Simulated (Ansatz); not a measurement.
**MoS2: band gap against strain**

MoS2 (2H layered, P6_3/mmc, 17.307 Å³/atom and stress up to 0.01 GPa in the relaxed cell, c along z) under an equal strain ε along all three axes. PBE-D3(BJ) in Ansatz, a plane-wave DFT program (PAW, default set), 420 eV, 12×12×3 Γ-centred mesh, Fermi-Dirac smearing 0.05 eV; ions are relaxed, or left where forces stay under 0.02 eV/Å, within the symmetry of each cell. Gaps are the smallest over the k-mesh and a band path, without spin-orbit coupling; in all rows the valence edge lies at Γ and the conduction edge at about 0.8 Å⁻¹ from Γ.

Here s stands for strain and Eg for gap.

```csv
strain (%),gap (eV)
-3.00,?
-1.80,0.65
-1.20,0.70
-0.60,0.74
0.00,0.77
```

The 4 complete rows are fitted with a straight line, Eg against s. Means: s -0.90000, Eg 0.715. About the means, the sum of products is 0.12000 and the sum of squares of s is 1.8000; the slope is their ratio. Least squares gives Eg = 0.775 + 0.0667·s. Residuals (row less fit): -0.005, 0.005, 0.005, -0.005; standard error 0.007 (degrees of freedom: 2). Over these rows the gap moves by 6.7 ± 0.5 eV per unit strain, or 2.2 eV per unit of ln V.

Q: What does the fit predict for Eg at s = -3.00, and how far is the calculated value from it?

A: Eg = 0.775 + 0.0667 × (-3.0) = 0.575 eV. The calculation gives 0.55 eV, 0.025 eV below the prediction (11.4 % of the range of Eg in the table). The row lies outside the fitted rows, so this is an extrapolation. From the scatter of the fitted rows alone, a prediction at this place has a standard error of 0.014 eV, so the miss is 1.8 times that.

Other structures, which can take over under pressure, weren't tried. Rows are the converged runs of the series near zero and its far end; series whose fitted rows scatter by over a few per cent of the range, as at a crossing or softening among them, aren't shown in this form, nor equations of state whose B0' disagrees with the runs' pressures. Most that stay on the fit to the last digits aren't either.
